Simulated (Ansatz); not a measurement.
We consider L1₀ (CuAu-type) TiAl, described by BLYP (plane waves, PAW; Ansatz, an electronic-structure program).

Run with plane-wave cutoff 520 eV, 20×20×14 k mesh (along the axes of the cell as run), Fermi–Dirac smearing 0.05 eV, no spin polarisation, scalar-relativistic PAW data made under PBE.

Computed at the level's own relaxed cell.

Q: Predict the c axis length (two-atom tetragonal cell), pressure derivative B′ of the bulk modulus, volume per atom, equilibrium lattice constant a (two-atom tetragonal cell) and bulk modulus.

A: 
* **c axis length (two-atom tetragonal cell)**: 4.123 Å
* **pressure derivative B′ of the bulk modulus**: 4.1
* **volume per atom**: 16.68 Å³/atom
* **equilibrium lattice constant a (two-atom tetragonal cell)**: 2.845 Å
* **bulk modulus**: 103 GPa

The run finds no gap.

Measured, for comparison: lattice parameter c 4.077 Å (temperature not stated, no zero-point or thermal correction; as tabulated in Zope and Mishin (2003), arXiv:cond-mat/0306298); lattice constant a 2.826 Å (temperature not stated, no zero-point or thermal correction, P4/mmm two-atom cell, a_fct/√2; as tabulated in Zope and Mishin (2003), arXiv:cond-mat/0306298). Computed (rounded) less measured: lattice parameter c +1.1 %, lattice constant a +0.7 %.

Note: the bulk modulus comes from volumes at which shape and atoms were relaxed.

The result took about 4 core-minutes (a rough figure).
